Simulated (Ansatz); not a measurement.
Take AlP in the zinc blende structure (space group F-43m, No. 216) as the base.

AlP is taken in the cubic space group F-43m (No. 216), the zinc blende structure, Pearson symbol cF8. Conventional cell: a = 5.470 Å, b = 5.470 Å, c = 5.470 Å, α = 90.00°, β = 90.00°, γ = 90.00°. P on 4c has 4 Al at 2.369 Å (tetrahedral). Al on 4a is surrounded by 4 P at 2.369 Å (tetrahedral). (Neighbours: up to the widest gap in distance over summed covalent radii, below 1.35, at either atom; cation-cation and far metal-metal contacts left out.)
(The calculation used a cell of 2 atoms; values per cell refer to that cell.)

Method: plane-wave PAW DFT at the PBEsol level (Ansatz, a first-principles code, 420 eV), no spin-orbit coupling.

For the base:

The smallest direct gap is 3.15 eV. The gap character is indirect, Γ → X and the volume per atom is 20.46 Å³.

Now apply this change: B takes the place of Al on all its sites; the structure is relaxed again.

Tabulated Pauling electronegativity and covalent radius: Al 1.61, 1.21 Å; B 2.04, 0.84 Å.

Q: Estimate the effect on the smallest direct gap.

A: The smallest direct gap increases by 0.23 eV, from 3.15 eV to 3.38 eV.

Q: How does this affect the gap character?

A: The gap character becomes indirect, Γ → Γ–X (83 % along) (base: indirect, Γ → X).

Q: Estimate the effect on the volume per atom.

A: The volume per atom drops by 8.92 Å³, from 20.46 Å³ to 11.54 Å³.

No phonon test of stability was made.
